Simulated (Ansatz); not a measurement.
Ansatz (a first-principles code) run on B (Fm-3m, 1 atom in the cell): self-consistent single point

Method of the run: LDA (PW92), default PAW files made with PBE (plane waves; Ansatz).

Input as run:

Ansatz 0.2 input:
```yaml
crystal:
  lattice:
    - [0.000000, 1.434192, 1.434192]
    - [1.434192, 0.000000, 1.434192]
    - [1.434192, 1.434192, 0.000000]
  atoms:
    - { symbol: B, position_ang: [0.000000, 0.000000, 0.000000] }
kpoints:
  mp_grid: { grid: [16, 16, 16] }
hamiltonian:
  xc: lda
  pseudopotentials: { kind: paw }
scf:
  occupations: { method: gaussian, width: 0.1 eV }
output:
  forces: true
  eigenvalues: true
  stress: true
```

The program printed (abridged):

```
WARN basis.ecutwfc = 420 eV, the default
WARN ansatz: RAYON_NUM_THREADS=1 ignored (pool sized by the plan → 1); use --threads N
Pseudopotentials: kind: paw
Pseudopotential: B, paw, valence charge 3
Crystal: 1 atoms, lattice volume = 5.900 Å³
Basis set: ecut = 420 eV, 113 PW (Γ)
Bands: 6, of which v1, the nominal top of the filled ones, is band 2 counted from 1 (1 counted from 0)
Symmetry: 48 space group operations
Space group: Fm-3m (ITA 225), of the structure as read, at distance tolerance 1.8e-5 Å
k-points: 145 of 4096
PAW frozen core: B, regenerated for the run's functional, and the local potential with it
Initial density: superposition of atomic densities (neutral atoms: chi_scale 0, normalization atom), corrected by the library's trained network
Initial wavefunctions: pseudopotential atomic-orbital guess
Eigensolver: davidson
Functional: x = slater, c = lda
SCF iter   1: F=—  HF=-148.415813 eV  |F-HF|=—  |Δ(HF+E_count)|=         —  Δρ=6.26e-3  dr2=1.24e-3  ethr=1.77e-3  ⟨swp⟩=4.5  Hψ=6479  notcnv=0
all-band conjugate gradients solve this SCF's bands
preconditioner: auto → none
SCF iter   2: F=—  HF=-148.415358 eV  |F-HF|=—  |Δ(HF+E_count)|=   4.55e-4  Δρ=2.72e-3  dr2=2.24e-4  ethr=4.15e-5  ⟨swp⟩=1.0  Hψ=2030  notcnv=0
SCF iter   3: F=—  HF=-148.415272 eV  |F-HF|=—  |Δ(HF+E_count)|=   8.59e-5  Δρ=1.55e-4  dr2=5.11e-7  ethr=7.46e-6  ⟨swp⟩=2.0  Hψ=977  notcnv=0
SCF iter   4: F=—  HF=-148.415273 eV  |F-HF|=—  |Δ(HF+E_count)|=   2.24e-7  Δρ=1.50e-5  dr2=8.06e-9  ethr=1.70e-8  ⟨swp⟩=1.1  Hψ=820  notcnv=0
iter 5 did not close the SCF: its close was put off for the readings that it lacked (scf_convergence_deferred on its scf_iter line)
SCF iter   5: F=-148.415273 eV  HF=-148.415273 eV  |F-HF|=5.33e-11  |Δ(HF+E_count)|=   3.00e-9  Δρ=2.45e-6  dr2=2.07e-10  ethr=2.69e-10  ⟨swp⟩=1.4  Hψ=874  notcnv=0
SCF iter   6: F=-148.415273 eV  HF=-148.415273 eV  |F-HF|=5.68e-14  |Δ(HF+E_count)|=  4.84e-11  Δρ=7.27e-8  dr2=1.54e-13  ethr=6.90e-12  ⟨swp⟩=2.1  Hψ=2858  notcnv=0
SCF 1 converged in 6 iterations: F = -148.415273 eV  dr2 = 1.54e-13
SCF converged after 6 iterations
Free energy (F): -148.415273 eV
Harris-Foulkes:  -148.415273 eV  (|F-HF|=5.68e-14)
Internal energy: -148.413843 eV  (E = F + TS)
E sigma→0 (E₀):  -148.414558 eV
Entropy (-TS):   -0.001430 eV (-1.430 meV/atom)
Fermi energy:    14.245407 eV
--- Per-component energies (eV) ---
  E_band       = 18.573642
  E_kinetic    = 49.112539
  E_local      = -1.244807  (includes V_loc(G=0)·N_el)
  E_nonlocal   = 11.710403
  E_hartree    = 0.273114
  E_xc         = -32.419697
  E_vxc        = -38.666367  (∫ρ·V_xc dr)
  E_paw        = -72.316620  (= ΣΔE_a)
  E_vpaw       = -2.884352  (= ΣTr[D̂ρ^β])
  E_aug_tail   = -0.000002  (compensation charges beyond the density's cutoff)
  E_ewald      = -103.574608
  E_core_change = 0.045834  (= ΣΔE_core)
  E_smearing   = -0.001430  (= −TS)
  E_closure    = 0.000000  (closes the sum)
  Σ components = -148.415273   (vs F -148.415273, Δ=0.00e0)
--- Forces (eV/Å), atoms counted from 1 ---
  atom   1  B      0.00000000    -0.00000000     0.00000000
  max |Σ_I F_I| component: 5.39e-33 eV/Å
--- Stress (GPa, compression-positive) ---
       -9.958944      -0.000000       0.000000
        0.000000      -9.958944       0.000000
        0.000000      -0.000000      -9.958944
  P = ⅓ Tr σ = -9.9589 GPa (-99.589 kbar)
  The stress holds the Pulay correction. Without it, at fixed plane waves, as pw.x and ABINIT print it: P = -10.2172 GPa
--- Band table (eV; the first three rows and the last of 145) ---
  k-point 0: bands = ["-4.7756", "29.8755", "29.8755", "29.8755", "46.7301", "46.7301"]
  k-point 1: bands = ["-4.6065", "29.0731", "29.7072", "29.7072", "45.0897", "47.1071"]
  k-point 2: bands = ["-4.0997", "26.8155", "29.2674", "29.2674", "43.7308", "47.9676"]
  k-point 144: bands = ["11.2473", "11.2473", "14.4139", "18.7166", "39.2106", "47.2532"]
```

The run converged in 6 iterations.

The starting cell was generated: these elements placed on a structure prototype, without a prior relaxation; it need not be a known phase or ordering of this composition. With a pressure of about -10 GPa the cell is away from its equilibrium volume at this level. Ansatz's pressure includes its estimate of the finite-basis (Pulay) stress.
